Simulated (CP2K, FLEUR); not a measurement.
A FLEUR input for a self-consistent single point of Pt (Fm-3m, 1 atom in the cell) (DFT, PBE, all-electron FLAPW (FLEUR), scalar-relativistic valence):

Input of the input generator:

```
Pt
&input film=f /
-0.0000000000 3.7038632043 3.7038632043
3.7038632043 -0.0000000000 3.7038632043
3.7038632043 3.7038632043 -0.0000000000
1.0
1.0 1.0 1.0

1
78 0.0000000000 0.0000000000 0.0000000000

&comp jspins=1 /
&kpt div1=12 div2=12 div3=12 gamma=t /
&end /
```

```xml
<?xml version="1.0" encoding="UTF-8" standalone="no"?>
<fleurInput fleurInputVersion="0.39">
   <comment>
      Pt                                                                                                  
   </comment>
   <calculationSetup>
      <cutoffs Kmax="4.1" Gmax="14.3" GmaxXC="14.3" numbands="0"/>
      <scfLoop itmax="100" minDistance="0.00001" maxIterBroyd="15" imix="Anderson" alpha="0.05" precondParam="0.0" spinf="2.0"/>
      <coreElectrons ctail="T" frcor="F" kcrel="0" coretail_lmax="0"/>
      <xcFunctional name="pbe" relativisticCorrections="F"/>
      <magnetism jspins="1"/>
      <soc l_soc="F" theta="0.0" phi="0.0" spav="F"/>
      <expertModes spex="0" secvar="F"/>
      <geometryOptimization l_f="T" forcealpha="1.0" forcemix="BFGS" epsdisp="0.00001" epsforce="0.00001"/>
      <ldaU l_linMix="F" mixParam="0.05" spinf="1.0"/>
   </calculationSetup>
   <cell>
      <bzIntegration valenceElectrons="16.0" mode="gauss" fermiSmearingEnergy="0.00499791">
         <kPointListSelection listName="default-1"/>
         <!-- k-points included here -->
         <xi:include xmlns:xi="http://www.w3.org/2001/XInclude" href="kpts.xml"> </xi:include>
      </bzIntegration>
      <!-- symmetry operations included here -->
      <xi:include xmlns:xi="http://www.w3.org/2001/XInclude" href="sym.xml"> </xi:include>
      <bulkLattice scale="1.0">
         <bravaisMatrix>
            <row-1>    0.0000000000000000     3.7038632043000002     3.7038632043000002</row-1>
            <row-2>    3.7038632043000002     0.0000000000000000     3.7038632043000002</row-2>
            <row-3>    3.7038632043000002     3.7038632043000002     0.0000000000000000</row-3>
         </bravaisMatrix>
      </bulkLattice>
   </cell>
   <atomSpecies>
      <species name="Platinum (Pt)" element="Pt" atomicNumber="78">
         <mtSphere radius="2.39" gridPoints="843" logIncrement="0.016"/>
         <atomicCutoffs lmax="10" lnonsphr="8"/>
         <electronConfig flipSpins="F">
            <coreConfig>(1s1/2) (2s1/2) (2p1/2) (2p3/2) (3s1/2) (3p1/2) (3p3/2) (4s1/2) (3d3/2) (3d5/2) (4p1/2) (4p3/2) (5s1/2) (4d3/2) (4d5/2) (4f5/2) (4f7/2)</coreConfig>
            <valenceConfig>(5p1/2) (5p3/2) (6s1/2) (5d3/2) (5d5/2)</valenceConfig>
            <stateOccupation state="(6s1/2)" spinUp="0.5" spinDown="0.5"/>
            <stateOccupation state="(5d3/2)" spinUp="1.8" spinDown="1.8"/>
            <stateOccupation state="(5d5/2)" spinUp="2.7" spinDown="2.7"/>
         </electronConfig>
         <energyParameters s="6" p="6" d="5" f="5"/>
         <lo type="SCLO" l="1" n="5" eDeriv="0"/>
      </species>
   </atomSpecies>
   <atomGroups>
      <atomGroup species="Platinum (Pt)">
         <relPos label="                   1">.0000000000 .0000000000 .0000000000</relPos>
         <force calculate="T" relaxXYZ="TTT"/>
      </atomGroup>
   </atomGroups>
   <output dos="F" band="F" slice="F">
      <checks vchk="F" cdinf="F"/>
      <bandDOS minEnergy="-.5*Htr" maxEnergy="0.5*Htr" sigma="0.015" storeEVData="T"/>
      <vacuumDOS vacdos="F" integ="F" star="F" nstars="0" locx1="0.0" locy1="0.0" locx2="0.0" locy2="0.0" nstm="0" tworkf="0.0"/>
      <unfoldingBand unfoldBand="F" supercellX="1" supercellY="1" supercellZ="1"/>
      <plotting iplot="0" polar="F">
         <plot TwoD="T" vec1="  1.0  0.0  0.0" vec2="  0.0  1.0  0.0" vec3="  0.0  0.0  1.0" zero="  0.0  0.0  0.0" file="plot"/>
      </plotting>
      <chargeDensitySlicing numkpt="0" minEigenval="0.0" maxEigenval="0.0" nnne="0" pallst="F"/>
      <specialOutput eonly="F"/>
      <magneticCircularDichroism mcd="F" energyLo="-10.0" energyUp="0.0"/>
   </output>
  <!-- We include the file relax.xml here to enable relaxations (see documentation) -->
  <xi:include xmlns:xi="http://www.w3.org/2001/XInclude" href="relax.xml"> <xi:fallback/> </xi:include>
</fleurInput>
```

Q: Translate this input to CP2K.

A: One input that does it (others would too):

```
&GLOBAL
  PROJECT bulk
  RUN_TYPE ENERGY_FORCE
  PRINT_LEVEL LOW
&END GLOBAL
&FORCE_EVAL
  METHOD Quickstep
  STRESS_TENSOR ANALYTICAL
  &DFT
    BASIS_SET_FILE_NAME BASIS_MOLOPT
    POTENTIAL_FILE_NAME GTH_POTENTIALS
    &QS
      METHOD GPW
      EPS_DEFAULT 1E-11
    &END QS
    &MGRID
      CUTOFF 500
      REL_CUTOFF 40
      NGRIDS 5
    &END MGRID
    &SCF
      SCF_GUESS ATOMIC
      EPS_SCF 1E-6
      MAX_SCF 100
      ADDED_MOS 4
      &DIAGONALIZATION
        ALGORITHM STANDARD
      &END DIAGONALIZATION
      &MIXING
        METHOD BROYDEN_MIXING
        ALPHA 0.3
        NBUFFER 10
        BETA 1.5
      &END MIXING
      &SMEAR ON
        METHOD GAUSSIAN
        SIGMA [eV] 0.136
      &END SMEAR
    &END SCF
    &KPOINTS
      SCHEME MONKHORST-PACK 12 12 12
      GAMMA_CENTERED T
    &END KPOINTS
    &XC
      &XC_FUNCTIONAL PBE
      &END XC_FUNCTIONAL
    &END XC
    &PRINT
      &MO
        EIGENVALUES T
        OCCUPATION_NUMBERS T
        NDIGITS 8
        FILENAME mo
        &EACH
          QS_SCF 0
        &END EACH
        ADD_LAST NUMERIC
      &END MO
      &MULLIKEN OFF
      &END MULLIKEN
    &END PRINT
  &END DFT
  &SUBSYS
    &CELL
      A 2.77185900 0.00000000 0.00000000
      B 1.38592900 2.40050000 0.00000000
      C 1.38592900 0.80016700 2.26321300
      PERIODIC XYZ
    &END CELL
    &COORD
      SCALED
      Pt       0.00000000     0.00000000     0.00000000
    &END COORD
    &KIND Pt
      BASIS_SET DZVP-MOLOPT-SR-GTH
      POTENTIAL GTH-PBE-q18
    &END KIND
  &END SUBSYS
  &PRINT
    &FORCES ON
    &END FORCES
    &STRESS_TENSOR ON
    &END STRESS_TENSOR
  &END PRINT
&END FORCE_EVAL
```

Basis, cutoffs, solver keys and any potentials are the target program's own. This input uses DFT PBE, GPW, DZVP-MOLOPT-SR-GTH basis, GTH-PBE potentials (GTH_POTENTIALS).

The starting cell has typed, rounded lattice constants, without a prior relaxation at this level.
